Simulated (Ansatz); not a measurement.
The parent structure is Hf in the hcp (Mg type) structure (space group P6_3/mmc, No. 194; relaxed with 0.1 eV smearing).

```yaml
crystal:
  lattice:
    - [3.19829, 0.00000, 0.00000]
    - [-1.59915, 2.76980, 0.00000]
    - [0.00000, 0.00000, 5.04882]
  atoms:
    - { symbol: Hf, position: [0.66667, 0.33333, 0.75000] }
    - { symbol: Hf, position: [0.33333, 0.66667, 0.25000] }
```

The values are results of r2SCAN in Ansatz (plane waves to 500 eV, PAW, spin-orbit coupling left out), not measurements.

Before the change:

Pressure: 0.0 GPa
Band gap: zero

One thing is altered: an isotropic linear strain of +2.00 %; the atoms relax in the strained cell.

Task: How does this affect the energy relative to the base, pressure and band gap?

Result: The energy grows by 26 meV/atom; the pressure (mean of the normal stresses, compression positive) goes from zero to -5.9 GPa; the band gap remains zero.

Whether these cells are dynamically stable was not tested. The final runs are not spin-polarised.

Ansatz is a first-principles code.
